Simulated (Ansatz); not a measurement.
The cell is made up: elements placed on another compound's structure type, so the phase may be hypothetical.

Tunnelling through a barrier is set by its complex band structure: the current falls as exp(−2κd) with the smallest κ.

```
AsB
1.0
    5.92892     0.00000     0.00001
    0.00000     7.40476     0.00000
    2.96446     0.00000     1.71153
B As
3 3
Cartesian
  1.48222   4.93651   0.85576
  2.96446   0.00000   0.00001
  4.44669   2.46825   0.85577
  1.48223   1.23413   0.85577
  2.96446   3.70238   0.00000
  4.44668   6.17063   0.85577
```

Space group of this cell: P6_422. The cell was relaxed by PBE-D3(BJ); by r2SCAN its mean pressure is 3.2 GPa.

Transport runs along the normal of the first two printed cell vectors.

The gap is the functional's own. No spin-orbit coupling. Mid-gap values are interpolated on the energy grid.

Question: Estimate the band gap and the smallest decay constant κ at mid-gap that r2SCAN (Ansatz, a program for electronic structure) returns for this system.

Answer: Gap 0.61 eV on a 18×4×18 mesh; κ = 0.116 1/Å, at the zone centre.
